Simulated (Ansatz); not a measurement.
Li on the 1x1 (0001) surface of hcp Ru, one in a 2x2 cell, energies for each (25.7 Å²). Energies are against an atom of bcc Li, without zero-point or thermal terms; each row is named by its start.

Computed with PBE (plane waves to 420 eV, PAW; Ansatz, a program for electronic structure).

Slab: 17 atoms, 6.3 Å thick at the start under the adsorbate (thin: gaps and levels are the slab's own); k 6x6x1, smearing 0.1 eV, dipole-corrected; 8 atoms held, the rest relaxed; each run with such symmetry as its start has; no spin, no spin-orbit, no U, no dispersion correction.

A negative adsorption energy means that the adsorbate is more stable on the surface than in its reference. Starts that drift may end in the same place. Heights count from the host atoms within 0.3 Å of the top one.

```
starting site                           E_ads (eV)  height (Å)  nearest host atom (Å)  bonded to  Δ work function (eV)  lateral drift (Å)
--------------------------------------  ----------  ----------  ---------------------  ---------  --------------------  -----------------
top Ru                                       -0.65        2.33                Ru 2.39         Ru            (withheld)                0.0
hollow Ru-Ru-Ru                              -0.87        2.16                Ru 2.69       3 Ru                 -2.62                0.0
hollow Ru-Ru-Ru over Ru at depth 2.1 Å       -0.87        2.16                Ru 2.69       3 Ru                 -2.61                0.0
bridge Ru-Ru (span 2.7 Å)                    -0.87        2.15                Ru 2.68       3 Ru                 -2.59                0.8
```

What belongs in the gaps?


- top Ru, Δ work function (eV): -2.97
